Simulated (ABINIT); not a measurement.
Short convergence ladders for AlNi (Cmm2, 2 atoms in the cell)

```
AlNi
1.0
    1.93288    -1.94733     0.00000
    1.93288     1.94733     0.00000
    0.00000     0.00000     3.09013
Al Ni
1 1
Direct
  0.00000   0.00000   0.01618
  0.50000   0.50000   0.50000
```

Base method: PBEsol, norm-conserving pseudopotentials (PseudoDojo nc-sr-04 PBEsol standard) (plane waves; ABINIT).

Base settings: pseudos = [Al.upf, Ni.upf]; ecut = 49 Ha; ixc = -116133; occopt = 7; tsmear = 0.00367493 Ha; ngkpt = 4 4 4; nshiftk = 1; shiftk = 0 0 0; potentials = PseudoDojo nc-sr-04 PBEsol standard; nband = 16.

The count of work is k-points × plane waves × bands × iterations; it is no time. 

**The plane-wave cutoff**

The mesh stays at the base's, so the ladder's end is converged at best in this setting alone.

Only quantities that move along the ladder and can be compared are tabulated.

```tsv
ecut	free energy less the last step's (meV/atom)	pressure (GPa)	largest difference of a force vector from the last step's (eV/Å)	count of work / last
17 Ha	60520.02	-1822.68	0.013	0.048
22 Ha	21478.55	-989.12	0.044	0.065
27 Ha	6075.05	-419.67	0.037	0.096
34 Ha	635.48	-72.76	0.001	0.13
44 Ha	5.45	0.97	0.000	0.21
49 Ha	1.32	2.14	0.000	0.25
59 Ha	0.94	2.15	0.000	0.45
74 Ha	0.66	2.14	0.000	0.43
118 Ha	0.00	2.14	0.000	1.0
```

Coarsest ecut that holds the free energy within 5 meV/atom of the last step, with all finer ones: 49 Ha, at 0.25 of the last step's count of work; the step before is off by 5.4 meV/atom.

Coarsest ecut that holds the pressure within 0.2 GPa of the last step, with all finer ones: 49 Ha, at 0.25 of the last step's count of work; the step before is off by 1.2 GPa.

Coarsest ecut that holds the forces within 0.02 eV/Å of the last step, with all finer ones: 34 Ha, at 0.13 of the last step's count of work; the step before is off by 0.037 eV/Å.

At the lowest cutoff the pressure lies 1820 GPa under the last step's, the usual sign of Pulay stress in an incomplete plane-wave basis.

**The cutoff for other potential files**

Level: DFT, PBEsol, plane waves, PAW (JTH v2.0 PBE PAW, files made for PBE).

In this ladder: pseudos = [Al.GGA_PBE-JTH.xml, Ni.GGA_PBE-JTH.xml]; potentials = JTH v2.0 PBE PAW; pawxcdev = 0. Moved along: pawecutdg.

The second cell is the first with its lattice scaled by 0.98.

The mesh stays at the base's, so the ladder's end is converged at best in this setting alone.

Only quantities that move along the ladder and can be compared are tabulated.

```tsv
ecut	free energy less the last step's (meV/atom)	energy of the compressed cell less the first (meV/atom)	pressure (GPa)	largest difference of a force vector from the last step's (eV/Å)	count of work / last
14 Ha	8039.49	15.71	-577.88	0.063	0.13
16 Ha	2517.43	80.97	-215.56	0.003	0.15
21 Ha	249.55	37.55	-4.00	0.002	0.23
26 Ha	203.22	38.01	-0.59	0.000	0.31
30 Ha	119.84	37.98	-3.26	0.000	0.39
45 Ha	10.75	38.44	2.94	0.000	0.71
60 Ha	0.00	38.51	2.84	0.000	1.0
```

Coarsest ecut that holds the free energy within 5 meV/atom: not settled: the last two steps still differ by 11 meV/atom, over half the tolerance, so the ladder does not show it.

Coarsest ecut that holds the forces within 0.005 eV/Å of the last step, with all finer ones: 16 Ha, at 0.15 of the last step's count of work; the step before is off by 0.063 eV/Å.

Coarsest ecut that holds the energy of the compressed cell less the first within 0.2 meV/atom of the last step, with all finer ones: 45 Ha; the step before is off by 0.53 meV/atom.

At the lowest cutoff the pressure lies 581 GPa under the last step's, the usual sign of Pulay stress in an incomplete plane-wave basis.

On the base run: the starting cell comes from a database of computed structures (which also holds hypothetical and non-ambient phases and stackings), without a prior relaxation at this level. Its lattice was rescaled by up to half a per cent. One atom was moved a little off its site on purpose. Spin polarisation is off. Without a gap this mesh is coarse (it stands for a supercell whose shortest vector is 11 Å).
